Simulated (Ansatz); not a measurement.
The parent structure is SiC (space group P6_3mc, No. 186; a = 3.0787 Å, c = 15.1079 Å). Axes: x lies along a and z along c of the hexagonal cell.

Calculations: r2SCAN, PAW, 500 eV (Ansatz, an electronic-structure program; no spin-orbit coupling), earlier PAW set.

Modification: the cell is stretched by 4.70 % along y with no lateral relaxation; the atoms relax in the strained cell.

**Question.** Predict the stress tensor and what it implies for the stiffness.

**Answer.** Stress of the strained cell less that of the base (GPa, compression positive):
```
  -3.93    0.00    0.00
   0.00  -22.15    0.00
   0.00    0.00   -2.23
```

Then −Δσ_ii/ε with ε = 0.0470 gives secant stiffness values (nonlinear terms included at this strain): C22 ≈ 471 GPa, C12 ≈ 84 GPa and C23 ≈ 48 GPa.

As a check, the harmonic strain energy −½ V₀ Δσ:ε is 34 meV/atom; the computed energy rise is 35 meV/atom.

Whether these cells are dynamically stable was not tested.
